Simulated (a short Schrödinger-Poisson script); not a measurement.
System: symmetric double-gate stack, SiO2 on p-type Si(100), at 400 K.

| layer | material | thickness (nm) | Na (cm⁻³) |
|---|---|---|---|
| 1 | SiO2 | 2.7 | - |
| 2 | Si | 14 | 2e16 |
| 3 | SiO2 | 2.7 | - |

The device is made up for the run: typed textbook-type constants, with dimensions and the other settings drawn at random. SiO2: permittivity 3.9, conduction-band edge (eV) 3.15, gap (eV) 9, electron mass (mₑ) 0.5. Si: permittivity 11.7, conduction-band edge (eV) 0, gap (eV) 1.124, Nv at 300 K (cm⁻³) 3.1e19.

Channel valleys (confinement mass, in-plane density-of-states mass, number): Δ2 0.916, 0.19, 2; Δ4 0.19, 0.417, 4. At the gates, both at one voltage, the conduction-band edge of layer 1 lies 3.24 eV − eVg above the Fermi level of the channel. Gaps are held at their typed values at every temperature. Mesh 0.03 nm at interfaces.

Solved with a short Schrödinger-Poisson script written for these runs: 1D Poisson equation in equilibrium, electrons classical, Fermi-Dirac, parabolic valleys, classical holes, full ionisation, no traps, pinning or gate leakage.

The same stack at other levels of the model or other numerical settings:

```csv
run,sheet density of all electrons at Vg = 1.5 V (cm⁻²),sheet density of all electrons at Vg = 0.3 V (cm⁻²),capacitance of both gates at Vg = 1.5 V (μF/cm²),gate voltage at 1e11 electrons/cm² (V),rough cost against the base
base,2.10e13,4.05e12,2.36,-0.12,about 1
"electrons treated as classical, Boltzmann",2.14e13,4.07e12,2.43,-0.12,0.4
"electrons treated as quantum, Hartree",1.93e13,3.62e12,2.22,-0.11,10
mesh six times as coarse,2.09e13,4.02e12,2.33,-0.12,0.5
```

The classical rows ignore confinement, and Boltzmann statistics overrate the density once the band edge passes the Fermi level.
